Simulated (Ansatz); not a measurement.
Start from MgB$_{2}$ (space group I4/mmm, No. 139; a = 2.664 Å, c = 8.354 Å; a hypothetical phase, not in the database extracts checked; relaxed with 0.1 eV smearing). Axes: x, y, z lie along a, b, c of the conventional cell.

Computed with PBEsol (Ansatz, a quantum-chemistry and plane-wave program), no spin-orbit coupling.

It is then changed as follows: the cell is scaled by 1.0275 in all directions; the atoms relax in the strained cell.

### Question
Predict the stress tensor and what it implies for the stiffness.

### Answer
Stress of the strained cell less that of the base (GPa, compression positive):
```
   -7.9     0.0     0.0
    0.0    -7.9     0.0
    0.0     0.0    -7.7
```

Then B = −ΔP/(ΔV/V₀) with ΔV/V₀ = 0.0848 gives secant stiffness values (nonlinear terms included at this strain): B (at held cell shape, above the free-shape value) ≈ 93 GPa.

As a check, the harmonic strain energy −½ V₀ Δσ:ε is 20 meV/atom; the computed energy rise is 22 meV/atom.

Whether these cells are dynamically stable was not tested. All final runs are without spin polarisation.
